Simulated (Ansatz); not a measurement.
Partial pair distribution functions of a relaxed model of amorphous Ga$_{24}$O$_{39}$Y$_{2}$, broadened by 0.06 Å; density 5.01 g/cm³. All values below come from PBE, scalar-relativistic without spin-orbit coupling (plane waves to 420 eV, PAW; Ansatz, a first-principles code).

A CHGNet melt-quench gave the starting glass, which DFT then relaxed. O atoms were pushed apart under 1.9 Å during the dynamics, to hinder bonds among them. The hot cell started wider than the set density and was brought back towards it in steps. It is the lowest in DFT energy of 2 quenches. It is a model cell: composition and starting density were chosen by hand, and all elements were melted together. No dispersion term was used. Its density started from a set value of 5.01 and ended at 5.01 g/cm³. The quench (nominally 280 K/ps over its main leg) was far faster than any real one, so the model tends to hold more defects than a real film. Values belong to this one cell and scatter from quench to quench. The volume was held where the preparation left it and the shape relaxed, at a PBE pressure of 0.9 GPa. Stress components on the final sampling reach 1.0 GPa.

```tsv
r (Å)	g Ga-O	g O-Y	g Ga-Ga	g O-O
1.60	0.01	0.00	0.00	0.00
1.70	0.44	0.00	0.00	0.00
1.80	4.69	0.00	0.00	0.00
1.90	9.49	0.00	0.00	0.00
2.00	3.99	0.04	0.00	0.00
2.10	1.01	0.99	0.00	0.00
2.20	0.39	3.29	0.00	0.00
2.30	0.14	5.36	0.00	0.00
2.40	0.09	5.23	0.00	0.06
2.50	0.09	4.19	0.00	0.41
2.60	0.09	0.55	0.01	1.31
2.70	0.24	0.01	0.30	1.91
2.80	0.30	0.00	0.90	1.80
2.90	0.34	0.12	1.19	3.06
3.00	0.18	0.61	1.54	3.27
3.10	0.23	0.38	2.74	2.42
3.20	0.39	0.54	3.05	1.69
3.30	0.70	0.10	3.94	1.12
3.40	0.95	0.10	2.67	0.86
3.50	0.90	0.45	1.08	0.99
3.60	1.25	0.20	0.58	0.77
3.70	1.27	0.46	0.73	0.61
3.80	1.17	0.90	0.67	0.70
3.90	1.19	1.34	0.34	0.64
4.00	1.42	0.85	0.44	0.52
4.10	1.17	1.21	0.44	0.46
4.20	1.20	1.71	0.44	0.60
4.30	1.39	1.35	0.65	0.59
4.40	1.42	1.15	0.57	0.76
4.50	1.39	1.77	0.60	0.73
4.60	1.32	1.82	0.94	0.61
```

Within 2.34 Å each Ga has 4.42 O neighbours on average.
